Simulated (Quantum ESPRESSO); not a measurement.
## Habitual settings against a tight run: Al3Ni2 (P-3m1, 5 atoms in the cell)

Self-consistent single point.

```
Al3Ni2
1.0
    3.97663     0.00000     0.00000
   -1.98831     3.44386     0.00000
    0.00000     0.00000     4.85938
Al Ni
3 2
Direct
  0.00000   0.00000   0.00000
  0.33333   0.66667   0.64808
  0.66667   0.33333   0.35192
  0.33333   0.66667   0.14657
  0.66667   0.33333   0.85343
```

Method: LDA (PZ), PSlibrary PAW (LDA) pseudopotentials (plane waves; Quantum ESPRESSO).

Base settings: ecutwfc = 50 Ry; ecutrho = 300 Ry; occupations = smearing; smearing = cold; degauss = 0.0073499 Ry; potentials = {Al: Al.pz-n-kjpaw_psl.1.0.0.UPF, Ni: Ni.pz-n-kjpaw_psl.1.0.0.UPF}; K_POINTS = automatic 8 8 6 0 0 0; conv_thr = 1e-10 Ry.

Tight run (finer mesh or higher cutoff; not a proven limit): ecutwfc: 50 Ry → 70 Ry; ecutrho: 300 Ry → 420 Ry; conv_thr: 1e-10 Ry → 7.3e-11 Ry; K_POINTS: automatic 8 8 6 0 0 0 → automatic 11 11 9 0 0 0. It gave Fermi level (on the code's own zero) 9.79 eV; pressure -2.42 GPa; largest force (vector length) 0.057 eV/Å.

Quick runs, as changes from the base:
- A: the base itself
- B: ecutwfc: 50 Ry → 25 Ry; ecutrho: 300 Ry → 150 Ry; pseudopotentials: {Al: Al.pz-n-kjpaw_psl.1.0.0.UPF, Ni: Ni.pz-n-kjpaw_psl.1.0.0.UPF} → {Al: Al.pbe-n-kjpaw_psl.1.0.0.UPF, Ni: Ni.pbe-n-kjpaw_psl.1.0.0.UPF}; K_POINTS: automatic 8 8 6 0 0 0 → automatic 8 8 8 0 0 0; input_dft: default → pbesol [PBEsol]
- C: ecutwfc: 50 Ry → 35 Ry; ecutrho: 300 Ry → 210 Ry; K_POINTS: automatic 8 8 6 0 0 0 → automatic 4 4 4 0 0 0
- D: ecutwfc: 50 Ry → 25 Ry; ecutrho: 300 Ry → 150 Ry; K_POINTS: automatic 8 8 6 0 0 0 → automatic 4 4 4 1 1 1
- E: ecutwfc: 50 Ry → 30 Ry; ecutrho: 300 Ry → 180 Ry; pseudopotentials: {Al: Al.pz-n-kjpaw_psl.1.0.0.UPF, Ni: Ni.pz-n-kjpaw_psl.1.0.0.UPF} → {Al: Al.pbe-n-kjpaw_psl.1.0.0.UPF, Ni: Ni.pbe-n-kjpaw_psl.1.0.0.UPF}; K_POINTS: automatic 8 8 6 0 0 0 → automatic 1 1 1 0 0 0; input_dft: default → pbesol [PBEsol]
- F: ecutwfc: 50 Ry → 40 Ry; ecutrho: 300 Ry → 240 Ry; K_POINTS: automatic 8 8 6 0 0 0 → automatic 6 6 6 0 0 0

Energies are extrapolated to zero smearing width, which holds to low order in the width alone (under cold and Methfessel-Paxton smearing the free energy itself is taken).

Dashes: energy of B, E, another energy zero; time of C, D, E, under 30 s.

† marks runs with another functional, U, potentials or spin treatment: their distance from the tight run is not a convergence error alone.

The count of work is k-points × plane waves × bands × iterations; it is no time. Core times come from one kind of shared machine and are given to one figure; runs under 30 s give none.

The starting cell comes from a database of computed structures (which also holds hypothetical and non-ambient phases and stackings), without a prior relaxation at this level. Its lattice was rescaled by a random factor within 2.5 % of one. Spin polarisation is off.

| run | energy less tight (meV/atom) | pressure less tight (GPa) | largest miss in a force vector (eV/Å) | count of work / tight | core time / tight (rough) |
|---|---|---|---|---|---|
| A | 5.2 | -0.38 | 0.023 | 0.24 | 0.2 |
| B† | – | -29.29 | 0.071 | 0.11 | 0.1 |
| C | 39.0 | 0.24 | 0.039 | 0.033 | – |
| D | 401.2 | -33.65 | 0.036 | 0.033 | – |
| E† | – | 6.00 | 1.058 | 0.0025 | – |
| F | 25.1 | -0.46 | 0.015 | 0.12 | 0.1 |

Among the runs at the tight run's level, the energy misses run from 5.2 to 401.2 meV/atom.
